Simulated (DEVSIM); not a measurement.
System: abrupt Si p-n junction, at 300 K.

Layer 1 from the left is Si, thickness (μm) 3.40, Na (cm⁻³) 6.9e16, τn (s) 4.1e-5, τp (s) 4.1e-5. Layer 2 from the left is Si, thickness (μm) 63.0, Nd (cm⁻³) 2.1e16, τn (s) 4.1e-5, τp (s) 4.1e-5.

Left contact: ohmic. Right contact: ohmic. Voltage is applied to the left contact. Recombination: SRH at mid-gap, radiative. Mobility is constant in doping.

The device is made up for the run: typed textbook-type constants, with dimensions and the other settings drawn at random. Values at 300 K.

Si: gap (eV) 1.124, affinity (eV) 4.05, permittivity 11.7, Nc (cm⁻³) 2.86e19, Nv (cm⁻³) 3.1e19, μn (cm²/Vs) 1417, μp (cm²/Vs) 470, B (cm³/s) 4.7e-15.

DEVSIM, 1D drift-diffusion, Boltzmann statistics, complete ionisation; no tunnelling, impact ionisation, image-force lowering or self-heating.

Dark forward current:

```csv
|V| (V),|J| (A/cm²)
0.05,2.541e-10
0.10,1.710e-9
0.15,1.104e-8
0.20,7.360e-8
0.25,5.006e-7
0.30,3.437e-6
0.35,2.370e-5
0.40,0.0001636
0.45,0.001130
0.50,0.007808
0.55,0.05383
0.60,0.3664
0.65,2.310
0.70,10.89
0.75,32.45
0.80,69.20
0.85,121.9
0.90,191.1
0.95,277.4
1.00,381.1
1.05,502.4
1.10,641.5
1.15,798.6
1.20,973.6
1.25,1167
1.30,1378
```

Question: Work out the local ideality factor n = ΔV / (kT/q · ln(J2/J1)) between the rows 0.15 and 0.20 V, 0.45 and 0.50 V, 1.25 and 1.30 V.

Answer: kT/q = 25.85 mV. From 0.15 to 0.20 V: ln(7.360e-8/1.104e-8) = 1.897, n = 1.02, near the 1 of diffusion or emission over a barrier. From 0.45 to 0.50 V: ln(0.007808/0.001130) = 1.933, n = 1.00, near the 1 of diffusion or emission over a barrier. From 1.25 to 1.30 V: ln(1378/1167) = 0.166, n = 11.64.

Question: Estimate the current at 0.40 V from the Shockley equation with J0 = Σ q ni² D/(N L) coth(W/L), τ joining the SRH, radiative and Auger lifetimes that are on, and W taken as the whole layer.

Answer: ni² = 1.16e20 cm⁻⁶; electrons in the p layer: μ = 1420 cm²/Vs, D = 36.6 cm²/s, τ = 4.05e-5 s, L = 385 μm, W/L = 0.0088, term 2.90e-11 A/cm²; holes in the n layer: μ = 470 cm²/Vs, D = 12.1 cm²/s, τ = 4.08e-5 s, L = 223 μm, W/L = 0.28, term 1.75e-12 A/cm². J0 = 3.07e-11 A/cm², and J = J0 exp(qV/kT) = 0.000161 A/cm². The simulation gives 0.000164 A/cm²; the estimate lies 1.4 % below. The estimate leaves out recombination in the depletion region and that region's share of W.
